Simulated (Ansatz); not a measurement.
An Ansatz (a first-principles code) input (PBE/PAW in Ansatz, without spin-orbit coupling):

Ansatz 0.2 input:
```yaml
crystal:
  lattice:
    - [-2.0050169029, 2.0050169029, 2.3984883142]
    - [2.0050169029, -2.0050169029, 2.3984883142]
    - [2.0050169029, 2.0050169029, -2.3984883142]
  atoms:
    - { symbol: Hf, position: [0, 0, 0] }
    - { symbol: F, position: [0.75, 0.25, 0.5] }
    - { symbol: F, position: [0.25, 0.75, 0.5] }
basis: { ecutwfc: 420, ecutrho_ratio: 4, xc_grid: 2, fft_grid_basis: typed }
kpoints: { mp_grid: { grid: [16, 16, 16] } }
hamiltonian:
  xc: pbe
  dispersion: none
  pseudopotentials: { kind: paw }
scf: { occupations: { method: fermi_dirac, width: 0.05 }, convergence: { dr2_threshold: 0.0000000003 } }
output: { forces: true, stress: true }
checkpoint: { write: state.ck, write_every: 1000 }
```

Which symmetry and how many k-points will the program report, and about how many plane waves at Γ?

Space group I4/mmm (ITA 139) with 16 operations, k-points 349 of 4096, and 741 plane waves at Γ.

No phonon test of stability was made. All final runs are without spin polarisation. The cell was made from HfO2 by this change: O → F; the result is a hypothetical phase, not in the database extracts checked. HfF2 has a high density of states at the Fermi level and may be magnetic at this level.
